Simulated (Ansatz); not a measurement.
# ZrSi in the rock salt structure (space group Fm-3m, No. 225; a hypothetical phase, not in the database extracts checked)

```cif
data_Si4Zr4
_chemical_formula_sum 'Si4 Zr4'
_space_group_name_H-M_alt 'Fm-3m'
_space_group_IT_number 225
_space_group_name_Hall '-F 4 2 3'
_cell_length_a 5.39692
_cell_length_b 5.39692
_cell_length_c 5.39692
_cell_angle_alpha 90.000
_cell_angle_beta 90.000
_cell_angle_gamma 90.000
loop_
_atom_site_label
_atom_site_type_symbol
_atom_site_symmetry_multiplicity
_atom_site_Wyckoff_symbol
_atom_site_fract_x
_atom_site_fract_y
_atom_site_fract_z
_atom_site_occupancy
Si1 Si 4 a 0.00000 0.00000 0.00000 1
Zr1 Zr 4 b 0.50000 0.50000 0.50000 1
```
(The calculation used a cell of 2 atoms; values per cell refer to that cell.)

Method: Kohn–Sham DFT with the PBE functional, run in Ansatz (a quantum-chemistry and plane-wave program) with PAW and 420 eV plane waves, spin-orbit coupling left out, earlier PAW set. Γ-centred 15×15×15 mesh, Fermi–Dirac width 0.05 eV.

- Volume per atom: 19.65 Å³
- Density: 5.04 g/cm³
- Band gap: zero
- Total energy: -2410.540 eV/atom (σ→0; compares only within this code and set-up)

No phonon test of stability was made. The final runs are not spin-polarised.
